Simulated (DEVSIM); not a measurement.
Schottky contact on n-type GaN

Device: Schottky contact on n-type GaN, at 300 K.

| layer (left to right) | material | thickness (μm) | Nd (cm⁻³) | τn (s) | τp (s) |
|---|---|---|---|---|---|
| 1 | GaN | 0.940 | 2.4e16 | 3.5e-10 | 3.5e-11 |

Left contact: Schottky, work function 5.33 eV, emission velocity 9e6 cm/s. Right contact: ohmic. Voltage is applied to the left contact. Recombination: SRH at mid-gap, radiative, Auger. Mobility is μmin + (μ − μmin)/(1 + (N/Nref)^α).

The device is made up for the run: typed textbook-type constants, with dimensions and the other settings drawn at random. Values at 300 K.

```tsv
parameter	GaN
gap (eV)	3.43
affinity (eV)	4.1
permittivity	9.5
Nc (cm⁻³)	2.3e18
Nv (cm⁻³)	4.6e19
μn (cm²/Vs)	1200
μp (cm²/Vs)	100
μn,min	55
μp,min	3
Nref,n	2e17
Nref,p	3e17
αn	1
αp	2
B (cm³/s)	1e-11
Cn (cm⁶/s)	1e-30
Cp (cm⁶/s)	1e-30
```

DEVSIM, 1D drift-diffusion, Boltzmann statistics, complete ionisation; no tunnelling, impact ionisation, image-force lowering or self-heating. Metal contacts follow the ideal Schottky-Mott rule: no Fermi-level pinning, no interface dipoles.

| Property | Value |
|---|---|
| Potential step across the device at zero bias | 1.112 V |
| Largest field in the device at zero bias | 99000 V/cm |
| Dark forward voltage at 1 A/cm² | 0.846 V |
| Dark forward voltage at 100 A/cm² | 0.971 V |

Small-signal capacitance in reverse bias (quasi-static):

| V (V) | C (nF/cm²) |
|---|---|
| -0.4 | 33.0 |
| -1 | 27.8 |
| -2 | 22.9 |
| -3 | 19.9 |
| -4 | 17.8 |
| -6 | 15.1 |
| -8 | 13.3 |
| -10 | 12.1 |
| -13 | 10.7 |
| -16 | 9.73 |
| -20 | 9.00 |

Dark forward current:

```csv
V (V),J (A/cm²)
0.05,3.9e-14
0.10,3.1e-13
0.15,2.2e-12
0.20,1.5e-11
0.25,1.0e-10
0.30,7.2e-10
0.35,4.9e-9
0.40,3.4e-8
0.45,2.4e-7
0.50,1.6e-6
0.55,1.1e-5
0.60,7.7e-5
0.65,0.00053
0.70,0.0036
0.75,0.025
0.80,0.17
0.85,1.1
0.90,7.7
0.95,50
1.00,270
1.05,960
1.10,2200
```
